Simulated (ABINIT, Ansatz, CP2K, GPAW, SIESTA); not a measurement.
PbF2 (Fm-3m, 3 atoms in the cell) computed with different codes at matched settings

Band-structure calculation.

```
CELL_PARAMETERS angstrom
      0.00000     2.97000     2.97000
      2.97000     0.00000     2.97000
      2.97000     2.97000     0.00000
ATOMIC_POSITIONS crystal
  Pb 0.00000 0.00000 0.00000
  F  0.25000 0.25000 0.25000
  F  0.75000 0.75000 0.75000
```

Shared settings, as Ansatz (a first-principles code) writes them: kpoints.mp_grid.grid = 7 7 7; scf.occupations.method = fermi_dirac; scf.occupations.width = 0.0015 Ry. Potentials and cutoffs stand in the table.

| code | model | gap along the path (eV) | smallest direct gap (eV) | cutoff |
|---|---|---|---|---|
| ABINIT | PBE, PAW (JTH v2.0 PBE PAW) | 4.42 | 4.56 | 653 eV |
| SIESTA | GGA PBE, numerical atomic orbitals TZP, PseudoDojo PBE standard norm-conserving potentials (rewritten from UPF to PSML) | 4.35 | 4.51 | grid 350 Ry |
| CP2K | PBE, GPW, DZVP-MOLOPT-SR-GTH basis, GTH-PBE potentials (GTH_POTENTIALS) | 4.35 | 4.53 | grid 550 Ry |
| GPAW | PBE, GPAW PAW datasets PBE (gpaw-data 1.0.1) | 4.35 | 4.49 | 950 eV |
| Ansatz | PBE, default PAW files | 4.42 | 4.57 | default |

On Ansatz's run: spin-orbit coupling is off.

The spread over the programs that give each value: gap along the path within 0.07 eV; smallest direct gap within 0.08 eV.

SIESTA and CP2K use small atom-centred bases, whose incompleteness enters pressures, forces and empty levels differently from a plane-wave cutoff.

The starting cell has typed, rounded lattice constants, without a prior relaxation at this level.

Left out of this page: Quantum ESPRESSO and FLEUR (not drawn, or without a comparable value); Elk (unsound by tests on forces, stress, charge or solver warnings).

Keys are those of Ansatz 0.2.
